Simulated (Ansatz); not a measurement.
Consider GaCuSe2 in the chalcopyrite structure (space group I-42d, No. 122; a = 5.672 Å, c = 11.263 Å). Axes: x, y, z lie along a, b, c of the conventional cell.

Method: DFT with PBE, PAW potentials and a 420 eV plane-wave cutoff in Ansatz (an electronic-structure program), no SOC.

Strains are applied to the cell and any free atomic positions relax.

One change was made to it. Results:

```tsv
quantity	base	after
energy relative to the base (free energy F)	0 meV/atom	+5.2 meV/atom
pressure (mean of the normal stresses, compression positive)	0.0 GPa	-1.7 GPa
band gap	zero	zero
```

Task: Which change produced these results?
A. uniaxial strain ε_zz = +2.25 %
B. uniaxial strain ε_zz = +1.50 %
C. uniaxial strain ε_zz = +3.00 %
D. uniaxial strain ε_zz = +0.75 %

Result: C, uniaxial strain ε_zz = +3.00 %. For comparison, the energy relative to the base in the other runs: uniaxial strain ε_zz = +1.50 % gives +1.3 meV/atom; uniaxial strain ε_zz = +0.75 % gives +0.3 meV/atom; uniaxial strain ε_zz = +2.25 % gives +2.9 meV/atom.

No phonon test of stability was made. The final runs are not spin-polarised. Gaps under 0.05 eV, about the width of the smearing, are given as zero. A zero or small gap of GaCuSe2 can be the functional's error rather than a property of the material.
